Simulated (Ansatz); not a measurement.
System: interstitial B in hcp Ru (neutral cell). All values below come from PBE, PAW (plane waves to 420 eV; Ansatz, a quantum-chemistry and plane-wave program).

36-site cell at the relaxed PBE lattice, a 2×2×2 k-point mesh shifted by half a step along c, smearing 0.10 eV, spin-restricted, no finite-size correction. Static, classical nuclei. Sites that were not tried may lie lower.

Barriers: single points on a 4×4×4 k-point mesh shifted by half a step along c at the bands' geometries (they differ from the bands' own by up to 0.13 eV, and are uncertain by about as much).

The step: a direct jump of one B atom. Atoms about the jump, Cartesian Å from the middle of the jump, before and after:

```csv
atom,x0,y0,z0,x1,y1,z1
B1,0.00,0.00,-1.07,0.00,0.00,1.07
Ru2,0.00,1.68,0.06,0.00,1.68,-0.06
Ru3,1.45,-0.84,0.06,1.45,-0.84,-0.06
Ru4,-1.45,-0.84,0.06,-1.45,-0.84,-0.06
Ru5,1.37,0.79,2.16,1.46,0.84,2.20
Ru6,1.46,0.84,-2.20,1.37,0.79,-2.16
Ru7,-1.45,0.84,-2.20,-1.37,0.79,-2.16
Ru8,-1.37,0.79,2.16,-1.45,0.84,2.20
Ru9,0.00,-1.68,-2.20,0.00,-1.58,-2.16
Ru10,0.00,-1.58,2.16,0.00,-1.68,2.20
Ru11,2.74,1.58,0.01,2.74,1.58,-0.01
Ru12,-2.74,1.58,0.01,-2.74,1.58,-0.01
Ru13,0.00,-3.17,0.01,0.00,-3.17,-0.01
```

Problem. Where do these atoms stand at the saddle point, and how high is it?

Solution. 
```
atom      x      y      z
----  -----  -----  -----
B1     0.00   0.00  -0.01
Ru2    0.00   1.86  -0.01
Ru3    1.61  -0.93  -0.01
Ru4   -1.61  -0.93  -0.01
Ru5    1.36   0.78   2.13
Ru6    1.36   0.78  -2.14
Ru7   -1.36   0.78  -2.14
Ru8   -1.36   0.78   2.13
Ru9    0.00  -1.57  -2.14
Ru10   0.00  -1.57   2.13
Ru11   2.75   1.58  -0.01
Ru12  -2.75   1.58  -0.01
Ru13   0.00  -3.18  -0.01
```
It lies 1.87 eV above the start and 1.87 eV above the end. The saddle point's order was not checked, and it lies on a symmetry element of the cell, where a band can be held.
